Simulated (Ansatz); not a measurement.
The parent structure is W in the bcc (W type) structure (space group Im-3m, No. 229; a = 3.169 Å; relaxed with 0.1 eV smearing). Axes: x, y, z lie along the cube axes.

Computed with r2SCAN in Ansatz (plane waves to 500 eV, PAW, scalar-relativistic without spin-orbit coupling).

Strains are applied to the cell and any free atomic positions relax.

One change was made to it. Results:

```tsv
quantity	base	after
pressure (mean of the normal stresses, compression positive)	0.0 GPa	6.8 GPa
energy relative to the base (free energy F)	0 meV/atom	+11 meV/atom
```

Problem. Which of these changes matches the shifts?
A) uniaxial strain ε_zz = −2.00 %
B) uniaxial strain ε_zz = −3.00 %
C) uniaxial strain ε_zz = −1.50 %

Solution. A, uniaxial strain ε_zz = −2.00 %. For comparison, the energy relative to the base in the other runs: uniaxial strain ε_zz = −3.00 % gives +26 meV/atom; uniaxial strain ε_zz = −1.50 % gives +6.3 meV/atom.

Whether these cells are dynamically stable was not tested. All final runs are without spin polarisation.

Ansatz is an electronic-structure program.
